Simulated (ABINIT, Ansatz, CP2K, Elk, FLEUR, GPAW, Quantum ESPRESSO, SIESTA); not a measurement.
## KTaO3 (Pm-3m, 5 atoms in the cell) computed with different codes at matched settings

Self-consistent single point, at a second geometry (lattice scaled by 0.98). First geometry:

```
CELL_PARAMETERS angstrom
      4.07677     0.00000     0.00000
      0.00000     4.07677     0.00000
      0.00000     0.00000     4.07677
ATOMIC_POSITIONS crystal
  K  0.50000 0.50000 0.50000
  Ta 0.00000 0.00000 0.00000
  O  0.00000 0.50000 0.00000
  O  0.50000 0.00000 0.00000
  O  0.00000 0.00000 0.50000
```

Shared settings, as Ansatz (a quantum-chemistry and plane-wave program) writes them: kpoints.mp_grid.grid = 6 6 6; scf.occupations.method = fixed. Potentials and cutoffs stand in the table.

| code | model | ΔF from the first geometry (meV/atom) | pressure (GPa) | gap on the mesh (eV) | cutoff |
|---|---|---|---|---|---|
| ABINIT | PBE, norm-conserving pseudopotentials (PseudoDojo nc-sr-05 PBE standard) | -11.7 | 3.29 | 2.227 | 42 Ha |
| SIESTA | GGA PBE, numerical atomic orbitals TZP, PseudoDojo PBE standard norm-conserving potentials (rewritten from UPF to PSML) | -3.7 | 5.09 | 1.967 | grid 350 Ry |
| GPAW | PBE, GPAW PAW datasets PBE (gpaw-data 1.0.1) | -3.7 | – | 2.169 | 950 eV |
| Ansatz | PBE, default PAW files | -7.4 | 3.76 | 2.210 | 420 eV |
| Elk | PBE, all-electron FP-LAPW, Elk's shipped species files, default APW+lo basis | – | – | 2.191 | rgkmax 7 |
| FLEUR | PBE, all-electron FLAPW (FLEUR), scalar-relativistic valence | -9.0 | – | 2.208 | Kmax 4.6 1/bohr |
| CP2K | PBE, GPW, DZVP-MOLOPT-SR-GTH basis, GTH-PBE potentials (GTH_POTENTIALS) | -22.4 | 1.26 | 2.105 | grid 500 Ry |
| Quantum ESPRESSO | PBE, PseudoDojo standard norm-conserving (PBE) pseudopotentials | -11.7 | 3.29 | 2.227 | 85 Ry |

For Ansatz (by 0.5 GPa) the energy change implies a higher mean pressure, against the two pressures, than for the other programs: a sign of finite-basis (Pulay) stress.

A dash marks a value that a program does not give, or that is left out as unsure.

Gaps are read on the mesh.

On Ansatz's run: spin-orbit coupling is off.

The spread over the programs that give each value: ΔF from the first geometry within 18.7 meV/atom; pressure within 3.83 GPa; gap on the mesh within 0.260 eV.

SIESTA and CP2K use small atom-centred bases, whose incompleteness enters pressures, forces and empty levels differently from a plane-wave cutoff. Elk and FLEUR treat all electrons, but the usual bases taken here (sphere radii, linearisation, local orbitals, empty states) were not tested for convergence, so the values are no reference for the others. Ansatz's pressure is given at a fixed set of plane waves, as the other plane-wave codes print theirs; with its correction for the finite basis it is 4.31 GPa (the shift of 0.55 GPa shows how far the cutoff is from converged). The pressure of GPAW is left out: its cutoff lies under the one at which its stress was checked. In the pressure, SIESTA (by 1.79) and CP2K (by 2.03) lie more than 1 GPa from the median of the plane-wave programs. In the gap, SIESTA (by 0.251) lies more than 0.12 eV from the median of the plane-wave programs.

The starting cell comes from a database of computed structures (which also holds hypothetical and non-ambient phases and stackings), without a prior relaxation at this level. Its lattice was rescaled by a random factor within 2.5 % of one. For this run, on top of that: lattice scaled by 0.98.

Keys are those of Ansatz 0.2.
